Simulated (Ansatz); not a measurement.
The parent structure is FePt (space group P4/mmm, No. 123; ferromagnetic).

```cif
data_FePt
_chemical_formula_sum 'Fe1 Pt1'
_space_group_name_H-M_alt 'P4/mmm'
_space_group_IT_number 123
_space_group_name_Hall '-P 4 2'
_cell_length_a 2.73006
_cell_length_b 2.73006
_cell_length_c 3.76390
_cell_angle_alpha 90.000
_cell_angle_beta 90.000
_cell_angle_gamma 90.000
loop_
_atom_site_label
_atom_site_type_symbol
_atom_site_symmetry_multiplicity
_atom_site_Wyckoff_symbol
_atom_site_fract_x
_atom_site_fract_y
_atom_site_fract_z
_atom_site_occupancy
Fe1 Fe 1 d 0.50000 0.50000 0.50000 1
Pt1 Pt 1 a 0.00000 0.00000 0.00000 1
```

Method: PBE/PAW in Ansatz (an electronic-structure program), spin-orbit coupling left out.

For the base:

- c/a ratio: 1.379
- Lattice parameter a: 273.0 pm

Perturbation: a hydrostatic pressure of 60 GPa.

### Question
What happens to the c/a ratio and lattice parameter a?

### Answer
The c/a ratio drops by 0.005, from 1.379 to 1.374; the lattice parameter a falls by 16.4 pm to 256.6 pm.

The magnetic state is the one reached from the starting moments; the real material's order can differ, and small cells can't hold many antiferromagnetic ones. Load acts through the strain it causes; cell and atoms are relaxed under it. Stability against distortions was not tested. Competing high-pressure phases were not computed.
